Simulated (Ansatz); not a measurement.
**N on the 1x1 (110) surface of 3C silicon carbide (cut with top plane C + Si), one in a 2x2 cell, started at the site 'over Si at depth 1.5 Å'**

Host crystal: 3C silicon carbide, with a band gap (PBE, scalar-relativistic without spin-orbit coupling).

Calculation: PBE (plane waves to 420 eV, PAW; Ansatz, a program for electronic structure).

Set-up: 49 atoms, 7.7 Å thick at the start under the adsorbate (thin: gaps and levels are the slab's own); mesh 3x3x1; 0.01 eV smearing; dipole correction on; 24 atoms held, the rest relaxed; held to the start's symmetry, so lower structures may exist; spin-polarised, ending with about 1.0 μB a cell; orders that need a larger cell were not tried, no spin-orbit, no U, no dispersion correction. At the end it is bonded to C + 2 Si. In PBE this state lies 0.08 eV over the lowest of the starts that converged ('top C').

- adsorption energy against ½ N2(g) = 0.80 eV
- change of the step from the bottom to the top vacuum level, against the clean slab = -0.19 eV
- energy released by relaxation = 1.86 eV
- height of the binding atom over the mean of the host atoms within 0.3 Å of the top one = 0.643 Å
- magnetic moment of the cell = 1.00 μB
- nearest host atoms of the binding atom = C at 1.46 Å, Si at 2.01 Å, Si at 2.01 Å
- largest move of a host atom = 0.52 Å
- note = in the relaxation the adsorbate left its starting site by 0.6 Å
- cost = very roughly 29 core-minutes

A negative adsorption energy means that the adsorbate is more stable on the surface than in its reference.
